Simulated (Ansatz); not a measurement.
Y2N (model structure, within 0.1 Å of P4/mmm, No. 123, 6 atoms in the cell) was calculated with PBE (Ansatz, a quantum-chemistry and plane-wave program, PAW).

Run with plane-wave cutoff 520 eV, 12×12×8 k mesh (along the axes of the cell as run), Fermi–Dirac smearing 0.05 eV, scalar-relativistic PAW data made under PBE.

Cell (relaxed at this level):

```yaml
crystal:
  lattice:
    - [4.99996, 0.00000, 0.00000]
    - [0.00000, 4.99996, 0.00000]
    - [0.00000, 0.00000, 4.80873]
  atoms:
    - { symbol: Y, position: [0.00000, 0.00000, 0.00000] }
    - { symbol: Y, position: [0.50000, 0.50000, 0.00000] }
    - { symbol: Y, position: [0.50000, 0.00000, 0.49998] }
    - { symbol: Y, position: [0.00000, 0.50000, 0.50002] }
    - { symbol: N, position: [0.50000, 0.00000, 0.99990] }
    - { symbol: N, position: [0.00000, 0.50000, 0.00010] }
```

Estimate the bulk modulus that the calculation returns.


bulk modulus: 93.1 GPa

The run finds no gap.

Note: the bulk modulus is −V dP/dV from two relaxed cells at ±2 % in volume.

The computed numbers hold no vibrational or temperature effects.

Computing time: about 30 core-minutes (a rough figure).

A model structure was made by putting elements into a prototype or built by hand; it is no filed structure, need not be a known phase, and can be a saddle point held by its symmetry.
